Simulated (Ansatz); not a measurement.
**Effective masses and thermopower of GaP (F-43m)**

```xyz
2
Lattice="0.0000 2.7194 2.7194 2.7194 0.0000 2.7194 2.7194 2.7194 0.0000" Properties=species:S:1:pos:R:3 pbc="T T T"
Ga     0.0000     0.0000     0.0000
P      1.3597     1.3597     1.3597
```

The numbers are results of PBEsol with spin-orbit coupling, rigid bands (plane waves, PAW; Ansatz, a program for electronic structure), not measurements. Cell: cell and atoms relaxed with PBEsol.

| Quantity | Result |
|---|---|
| band gap | 1.43 eV |
| electron conductivity mass (300 K, dilute) | 0.35 mₑ |
| hole conductivity mass (300 K, dilute) | 0.48 mₑ |
| effective density of states N_c (300 K) | 4.0e19 cm⁻³ |
| effective density of states N_v (300 K) | 2.2e19 cm⁻³ |
| density-of-states mass, electrons | 1.35 mₑ |
| density-of-states mass, holes | 0.92 mₑ |
| Seebeck coefficient, n-type 1e19 cm⁻³, 300 K | -332 μV/K |
| Seebeck coefficient, p-type 1e19 cm⁻³, 300 K | 318 μV/K |
| best p-type power factor at 300 K for τ = 10 fs (best axis; densities from 1e16 to 1e21 cm⁻³ tried, whether or not they can be reached) | 14.8 μW/(cm·K²) at 3e20 cm⁻³ |

Rigid bands; masses and Seebeck coefficients take one relaxation time τ for all states and one kind of carrier; polarons and phonon drag are left out.
